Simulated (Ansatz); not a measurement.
The reference is Ga2O3 in the corundum structure (space group R-3c, No. 167).

```yaml
crystal:
  lattice:
    - [2.52885, 1.46003, 4.54101]
    - [-2.52885, 1.46003, 4.54101]
    - [0.00000, -2.92006, 4.54101]
  atoms:
    - { symbol: Ga, position: [0.64416, 0.64416, 0.64416] }
    - { symbol: Ga, position: [0.14416, 0.14416, 0.14416] }
    - { symbol: Ga, position: [0.35584, 0.35584, 0.35584] }
    - { symbol: Ga, position: [0.85584, 0.85584, 0.85584] }
    - { symbol: O, position: [0.75000, 0.44687, 0.05313] }
    - { symbol: O, position: [0.05313, 0.75000, 0.44687] }
    - { symbol: O, position: [0.25000, 0.55313, 0.94687] }
    - { symbol: O, position: [0.55313, 0.94687, 0.25000] }
    - { symbol: O, position: [0.94687, 0.25000, 0.55313] }
    - { symbol: O, position: [0.44687, 0.05313, 0.75000] }
```

Cartesian axes are those of the cell as printed.

All numbers come from PBE (Ansatz, a quantum-chemistry and plane-wave program), no SOC.

Base values:

```
Quantity                 Result
---------------  --------------
Electron mass    0.21 mₑ (at Γ)
Volume per atom        10.06 Å³
Pressure               0.01 GPa
```

The change: tensile biaxial strain of 3.00 % in the plane normal to [001], as in epitaxy on a mismatched substrate; the out-of-plane cell vector and the atoms relax.

### Question
Predict the new electron mass, energy relative to the base, volume per atom and pressure.

### Answer
The electron mass becomes 0.18 mₑ (at Γ) (base: 0.21 mₑ (at Γ)); the energy rises by 23 meV/atom; the volume per atom grows by 0.40 Å³ to 10.46 Å³; the pressure (mean of the normal stresses, compression positive) shrinks by 7.89 GPa to -7.88 GPa.

The levels and masses belong to the bands next to the band gap. Effective masses come from finite differences of ±0.01 Å⁻¹. Stability against distortions was not tested.
